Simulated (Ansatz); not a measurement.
## What 2 layers does to Li

Start from Li in the bcc (W type) structure (space group Im-3m, No. 229; a = 3.4775 Å). Axes: x, y, z lie along the cube axes.

Perturbation: a free-standing slab of 2 layers (2 atoms, 1 a layer) is cut normal to [110], with 15 Å of vacuum and the in-plane cell held at bulk.

Level of theory: DFT with r2SCAN, PAW potentials and a 500 eV plane-wave cutoff in Ansatz (a first-principles code), without spin-orbit coupling. Settings: 16×16×1 k-points, 0.05 eV Fermi–Dirac smearing, for the changed cell.

```tsv
quantity	base	changed	shift
layer's space group (with vacuum)	–	Cmme (No. 67)	–
band gap	zero	zero	–
excess energy per area of both faces (slab less bulk energy over the cell's area: twice a surface energy) (uncertain by up to 0.04 J/m²)	–	1.02 J/m²	–
thickness between the outermost nuclei	–	2.30 Å	–
```

Final structure:

```
Li
1.0
    3.01158     0.00000     0.00000
   -1.00386     2.83934     0.00000
    0.00000     0.00000    17.45894
Li
2
Direct
  0.25000   0.25000   0.43399
  0.75000   0.75000   0.56601
```

Cost of the whole job for the changed cell (relaxation, final SCF and bands): around 60 core-seconds (rough).

Slab and bulk use different k-meshes, which limits the precision of the excess energy. Stability against distortions was not tested.
